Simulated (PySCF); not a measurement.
PySCF 2.14.0, BP86/def2-svp, df: Sn(Me)2(Cl)2 ([CH3][Sn]([CH3])([Cl])[Cl]), 11 atoms. The geometry is a generated start, not checked to be a minimum at this level.

| Property | Value |
|---|---|
| task | energy |
| method | bp86 |
| basis | def2-svp |
| two-electron scheme | density fitting |
| mol.max_memory | 3000 MB |
| mf.max_cycle | 100 |
| mf.conv_tol | 1e-09 (default) |
| mf.grids.level | 3 (default) |
| effective core potentials | those of the basis set, past Kr |
| basis functions | 120 |
| grid points | 146808 |

```xyz
11

C      1.8545    -0.6348     0.2838
Sn     0.0403     0.6203     0.1063
C     -1.9090    -0.2789    -0.4404
Cl     0.4831     2.3083    -1.4395
Cl    -0.2370     1.7261     2.1403
H      1.6590    -1.4296     0.9900
H      2.6702    -0.0180     0.6367
H      2.0920    -1.0394    -0.6906
H     -2.5296     0.4907    -0.8835
H     -2.3838    -0.6701     0.4518
H     -1.7398    -1.0746    -1.1549
```

With the defaults (mf.DIIS = CDIIS, mf.diis = true, mf.damp = 0, mf.diis_start_cycle = 1, mf.init_guess = minao, mf.level_shift = 0, mf.diis_space = 8) it converges in 15 Fock builds. One run each on 2 threads, 1 BLAS thread, with these changes:
- mf.diis_space = 3
- mf.init_guess = mod_huckel
- mf.diis = false
- mf.diis_space = 20
- mf.level_shift = 0.1 Hartree
- mf.DIIS = EDIIS
- mf.DIIS = ADIIS
- mf.damp = 0.3, mf.diis_start_cycle = 4
- mf.damp = 0.7, mf.diis_start_cycle = 8

**Question.** Which runs fail or end elsewhere than the default run?

**Answer.** No convergence: mf.DIIS = EDIIS; mf.diis = false (the run ends without SCF convergence in 100 cycles). The rest reach the solution of the defaults.

```csv
setting,Fock builds,end
mf.level_shift = 0.1 Hartree,12,same solution
the defaults,15,same solution
mf.init_guess = mod_huckel,15,same solution
mf.diis_space = 20,15,same solution
"mf.damp = 0.3, mf.diis_start_cycle = 4",17,same solution
"mf.damp = 0.7, mf.diis_start_cycle = 8",17,same solution
mf.DIIS = ADIIS,21,same solution
mf.diis_space = 3,21,same solution
mf.DIIS = EDIIS,101,no convergence
mf.diis = false,101,no convergence
```
